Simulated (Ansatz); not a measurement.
System: B20 (FeSi-type) MnSi. Method: LDA (Ansatz, an electronic-structure program, PAW).

Run with plane-wave cutoff 520 eV, 12×12×12 k mesh, Fermi–Dirac smearing 0.05 eV, spin-polarised with parallel moments, scalar-relativistic PAW data made under PBE.

Cell (measured lattice):

```cif
data_Mn4Si4
_chemical_formula_sum 'Mn4 Si4'
_space_group_name_H-M_alt 'P 1'
_space_group_IT_number 1
_cell_length_a 4.55980
_cell_length_b 4.55980
_cell_length_c 4.55980
_cell_angle_alpha 90.000
_cell_angle_beta 90.000
_cell_angle_gamma 90.000
loop_
_space_group_symop_operation_xyz
  'x, y, z'
loop_
_atom_site_label
_atom_site_type_symbol
_atom_site_fract_x
_atom_site_fract_y
_atom_site_fract_z
_atom_site_occupancy
Mn1 Mn 0.86481 0.63519 0.36481 1
Mn2 Mn 0.36481 0.86481 0.63519 1
Mn3 Mn 0.13519 0.13519 0.13519 1
Mn4 Mn 0.63519 0.36481 0.86481 1
Si1 Si 0.15541 0.34459 0.65541 1
Si2 Si 0.65541 0.15541 0.34459 1
Si3 Si 0.84459 0.84459 0.84459 1
Si4 Si 0.34459 0.65541 0.15541 1
```
Starting moments (μB, in the order of the record's atoms Mn Mn Mn Mn Si Si Si Si): 1.2 1.2 1.2 1.2 0.0 0.0 0.0 0.0.

Question: Estimate the magnetic moment (largest site, within a sphere) that the calculation returns.

Answer: 
- magnetic moment (largest site, within a sphere): 0.91 μB

The run finds no gap.

Note: the collinear magnetic order is the start's and need not be the measured one; cell and atoms aren't relaxed at this level (largest force component 0.06 eV/Å, pressure -16.9 GPa).

Moments are spin moments.

Cost on a shared machine: around 70 core-seconds (rough).
